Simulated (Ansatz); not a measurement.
Take Mo in the diamond structure (space group Fd-3m, No. 227; a = 5.6106 Å; a hypothetical phase, not in the database extracts checked) as the base.

Calculations: Ansatz (a quantum-chemistry and plane-wave program) PBEsol, no spin-orbit coupling.

Base values:

The lattice parameter a comes out as 5.611 Å.

Now apply this change: a hydrostatic pressure of 10 GPa.

Task: Estimate the effect on the lattice parameter a.

Result: The lattice parameter a drops by 0.135 Å, from 5.611 Å to 5.476 Å.

Load acts through the strain it causes; cell and atoms are relaxed under it. No phonon test of stability was made. Competing high-pressure phases were not computed. The final runs are not spin-polarised.
